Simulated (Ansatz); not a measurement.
# BP under load (space group I-4m2): band-edge transport data

Consider the following.

```yaml
crystal:
  lattice:
    - [0.00000, 2.31024, 2.23654]
    - [2.31024, 0.00000, 2.23654]
    - [2.31024, 2.31024, 0.00000]
  atoms:
    - { symbol: B, position: [0.00000, 0.00000, 0.00000] }
    - { symbol: P, position: [0.25000, 0.25000, 0.25000] }
```

Method: r2SCAN with spin-orbit coupling, rigid bands (plane waves, PAW; Ansatz, a first-principles code). Condition of this run: biaxial stress in (001) of -8 GPa (compression positive) (the target of the relaxation). Geometry: cell and atoms relaxed with PBEsol, then loaded as said.

| Property | Value |
|---|---|
| band gap | 0.94 eV |
| electron conductivity mass (300 K, dilute) | 0.23 (x), 0.23 (y), 1.22 (z) mₑ |
| hole conductivity mass (300 K, dilute) | 0.27 (x), 0.27 (y), 0.42 (z) mₑ |
| effective density of states N_c (300 K) | 1.3e19 cm⁻³ |
| effective density of states N_v (300 K) | 4.1e18 cm⁻³ |
| density-of-states mass, electrons | 0.64 mₑ |
| density-of-states mass, holes | 0.30 mₑ |
| Seebeck coefficient, n-type 1e19 cm⁻³, 300 K | -237 μV/K |
| Seebeck coefficient, p-type 1e19 cm⁻³, 300 K | 167 μV/K |

Rigid bands; masses and Seebeck coefficients take one relaxation time τ for all states and one kind of carrier; polarons and phonon drag are left out. Geometry: cell and atoms relaxed with PBEsol.
